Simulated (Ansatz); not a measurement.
**Worked example: self-consistent single point of As (R-3m, 2 atoms in the cell) in Ansatz (a program for electronic structure)**

Level of theory: PBE (plane waves, PAW; Ansatz).

Input as run:

Ansatz 0.2 input:
```yaml
crystal:
  lattice:
    - [3.698766, -1.889400, 0.000000]
    - [3.698766, 1.889400, 0.000000]
    - [2.733624, 0.000000, 3.126979]
  atoms:
    - { symbol: As, position: [0.227000, 0.227000, 0.227000] }
    - { symbol: As, position: [0.773000, 0.773000, 0.773000] }
basis:
  ecutwfc: 30.9 Ry
kpoints:
  mp_grid: { grid: [11, 11, 11] }
hamiltonian:
  xc: pbe
  pseudopotentials: { kind: paw }
scf:
  occupations: { method: fermi_dirac, width: 0.0073 Ry }
output:
  forces: true
  eigenvalues: true
  stress: true
```

The program printed (abridged):

```
WARN ansatz: RAYON_NUM_THREADS=1 ignored (pool sized by the plan → 1); use --threads N
Pseudopotentials: kind: paw
Pseudopotential: As, paw, valence charge 15
Crystal: 2 atoms, lattice volume = 43.705 Å³
Basis set: ecut = 420.4159175005146 eV, 851 PW (Γ), exchange–correlation on 60×60×60 points (8 copies of the dense FFT grid, shifted against one another)
Bands: 19, of which v1, the nominal top of the filled ones, is band 15 counted from 1 (14 counted from 0)
Symmetry: 12 space group operations
Space group: R-3m (ITA 166), of the structure as read, at distance tolerance 3.5e-5 Å
k-points: 146 of 1331
Initial density: superposition of atomic densities (neutral atoms: chi_scale 0, normalization atom), corrected by the library's trained network
Initial wavefunctions: pseudopotential atomic-orbital guess
Eigensolver: davidson
Functional: x = pbe(κ = 0.804, μ = 0.2195149727645171), c = pbe(β = 0.06672455060314922)
SCF iter   1: F=—  HF=-9712.270479 eV  |F-HF|=—  |Δ(HF+E_count)|=         —  Δρ=1.48e-3  dr2=8.74e-4  ethr=1.77e-3  ⟨swp⟩=5.4  Hψ=12905  notcnv=0
all-band conjugate gradients solve this SCF's bands
preconditioner: auto → Kerker (q_TF=auto, 2.562 Å⁻¹)
SCF iter   2: F=—  HF=-9712.270361 eV  |F-HF|=—  |Δ(HF+E_count)|=   1.18e-4  Δρ=8.97e-4  dr2=3.11e-4  ethr=2.91e-6  ⟨swp⟩=2.0  Hψ=5507  notcnv=0
SCF iter   3: F=—  HF=-9712.270478 eV  |F-HF|=—  |Δ(HF+E_count)|=   1.17e-4  Δρ=2.85e-4  dr2=4.34e-5  ethr=1.04e-6  ⟨swp⟩=2.0  Hψ=4966  notcnv=0
SCF iter   4: F=—  HF=-9712.270469 eV  |F-HF|=—  |Δ(HF+E_count)|=   8.58e-6  Δρ=1.17e-4  dr2=6.65e-6  ethr=1.45e-7  ⟨swp⟩=2.0  Hψ=4966  notcnv=0
SCF iter   5: F=—  HF=-9712.270468 eV  |F-HF|=—  |Δ(HF+E_count)|=   1.07e-6  Δρ=4.08e-5  dr2=9.11e-7  ethr=2.22e-8  ⟨swp⟩=2.0  Hψ=4966  notcnv=0
SCF iter   6: F=—  HF=-9712.270467 eV  |F-HF|=—  |Δ(HF+E_count)|=   9.62e-7  Δρ=1.72e-5  dr2=1.62e-7  ethr=3.04e-9  ⟨swp⟩=2.0  Hψ=4965  notcnv=0
SCF iter   7: F=-9712.270467 eV  HF=-9712.270467 eV  |F-HF|=1.01e-8  |Δ(HF+E_count)|=   2.86e-9  Δρ=4.54e-6  dr2=1.23e-8  ethr=3.33e-10  ⟨swp⟩=4.8  Hψ=11086  notcnv=0
SCF 1 converged in 7 iterations: F = -9712.270467 eV  dr2 = 1.23e-8
SCF converged after 7 iterations
Free energy (F): -9712.270467 eV
Harris-Foulkes:  -9712.270467 eV  (|F-HF|=1.01e-8)
Internal energy: -9712.264384 eV  (E = F + TS)
E sigma→0 (E₀):  -9712.267426 eV
Entropy (-TS):   -0.006083 eV (-3.042 meV/atom)
Fermi energy:    10.596596 eV
--- Per-component energies (eV) ---
  E_band       = -473.037072
  E_kinetic    = 204.846210
  E_local      = -3363.604108  (includes V_loc(G=0)·N_el)
  E_nonlocal   = -1341.455616
  E_hartree    = 1859.752461
  E_xc         = -158.471134
  E_vxc        = -158.433646  (∫ρ·V_xc dr)
  E_paw        = -3669.097640  (= ΣΔE_a)
  E_vpaw       = 466.101819  (= ΣTr[D̂ρ^β])
  E_aug_tail   = 0.000017  (compensation charges beyond the density's cutoff)
  E_ewald      = -3244.234575
  E_smearing   = -0.006083  (= −TS)
  E_closure    = 0.000000  (closes the sum)
  Σ components = -9712.270467   (vs F -9712.270467, Δ=0.00e0)
--- Forces (eV/Å), atoms counted from 1 ---
  atom   1  As     0.13760114    -0.00000000     0.04247058
  atom   2  As    -0.13760114     0.00000000    -0.04247058
  max |Σ_I F_I| component: 2.78e-17 eV/Å
--- Stress (GPa, compression-positive) ---
        1.735898       0.000000      -0.149396
        0.000000       2.219930       0.000000
       -0.149396       0.000000       2.173819
  P = ⅓ Tr σ = 2.0432 GPa (20.432 kbar)
  The stress holds the Pulay correction. Without it, at fixed plane waves, as pw.x and ABINIT print it: P = 2.0209 GPa
--- Band table (eV; the first three rows and the last of 146) ---
  k-point 0: bands = ["-25.7704", "-25.7704", "-25.7284", "-25.7284", "-25.6970", "-25.6632", "-25.6632", "-25.6502", "-25.6196", "-25.6196", "-4.3884", "4.5989", "8.0135", "8.5583", "8.5583", "12.2290", "13.4162", "13.4162", "17.4087"]
  k-point 1: bands = ["-25.7696", "-25.7681", "-25.7276", "-25.7267", "-25.6964", "-25.6643", "-25.6634", "-25.6517", "-25.6216", "-25.6207", "-4.2791", "4.2340", "8.0613", "8.4771", "8.4861", "12.4320", "13.1826", "13.3242", "16.6958"]
  k-point 2: bands = ["-25.7672", "-25.7615", "-25.7253", "-25.7219", "-25.6948", "-25.6675", "-25.6641", "-25.6560", "-25.6269", "-25.6238", "-3.9533", "3.3010", "7.9055", "8.2798", "8.7039", "12.2224", "12.8736", "12.9969", "16.2862"]
  k-point 145: bands = ["-25.7590", "-25.7575", "-25.7234", "-25.7225", "-25.6926", "-25.6663", "-25.6653", "-25.6546", "-25.6342", "-25.6331", "-3.0242", "0.5940", "7.5601", "8.5454", "10.3208", "11.3086", "11.6585", "13.2414", "18.2839"]
```

The run converged in 7 iterations.

The starting cell has typed, rounded lattice constants, without a prior relaxation at this level. Its lattice was rescaled by up to half a per cent. Ansatz's pressure includes its estimate of the finite-basis (Pulay) stress.
